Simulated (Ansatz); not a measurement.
Consider CuI in the wurtzite structure (space group P6_3mc, No. 186; a = 4.187 Å, c = 6.898 Å). Axes: x lies along a and z along c of the hexagonal cell.

Modification: uniaxial strain ε_yy = +3.86 %, all other strain components held at zero; the atoms relax in the strained cell.

Levels (all Ansatz, an electronic-structure program, PAW): PBEsol (420 eV, no SOC); r2SCAN (500 eV, scalar-relativistic without spin-orbit coupling); HSE06 (420 eV, without spin-orbit coupling).

One geometry, relaxed with PBEsol, under each level:

| level | band gap | lowest conduction level above the VBM at special points | electron mass | hole mass | pressure |
|---|---|---|---|---|---|
| PBEsol | 1.09 eV | Γ 1.09 eV; Z 2.19 eV; S 2.38 eV; R 2.40 eV | 0.15 mₑ along x, 0.14 mₑ across (at Γ) | 0.18 mₑ along x, 1.6 mₑ across (at Γ) | -1.67 GPa |
| r2SCAN | 1.72 eV | Γ 1.72 eV; Z 2.71 eV; S 2.72 eV; R 2.80 eV | 0.20 mₑ along x, 0.18 mₑ across (at Γ) | 0.26 mₑ along x, 1.6 mₑ across (at Γ) | 0.23 GPa |
| HSE06 | ? | ? | – | – | – |

Task: Give the withheld HSE06 results.

Result: 
- HSE06, band gap: 2.70 eV
- HSE06, lowest conduction level above the VBM at special points: Γ 2.70 eV; Z 3.76 eV; S 3.76 eV

Single points use the geometry relaxed with PBEsol. Their cutoffs differ, which shifts pressures a little. Spin-orbit coupling, missing from the scalar runs, can matter with I. Effective masses come from finite differences of ±0.01 Å⁻¹. Whether these cells are dynamically stable was not tested. The final runs are not spin-polarised. This is not the structure that CuI has at room temperature and ambient pressure. Labels are those of the standard path for the cell's own space group.
